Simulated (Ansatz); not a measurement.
# How the c axis length of Mo₂GaN (model structure, started from the MAX type, P6₃/mmc, No. 194, 8 atoms in the cell) moves with the method

No measured value is used here.

| level (code) | value (Å) |
|---|---|
| LDA (Ansatz) | 14.157 |
| PBE (Ansatz) | 14.445 |
| PBEsol (Ansatz) | 14.272 |
| r²SCAN (Ansatz) | 14.516 |

The crystal itself was run without spin with LDA, PBE, PBEsol, r²SCAN; a magnetic state was not tried in these runs. LDA, PBE, PBEsol, r²SCAN: the run has no spin polarisation, so it can have missed a magnetic state. Cutoffs differ between the levels. Ansatz's density-functional and Hartree–Fock values are scalar-relativistic unless marked +SOC, with PAW data made under PBE.

A model structure was made by putting elements into a prototype or built by hand; it is no filed structure, need not be a known phase, and can be a saddle point held by its symmetry.

Ansatz is an electronic-structure program.
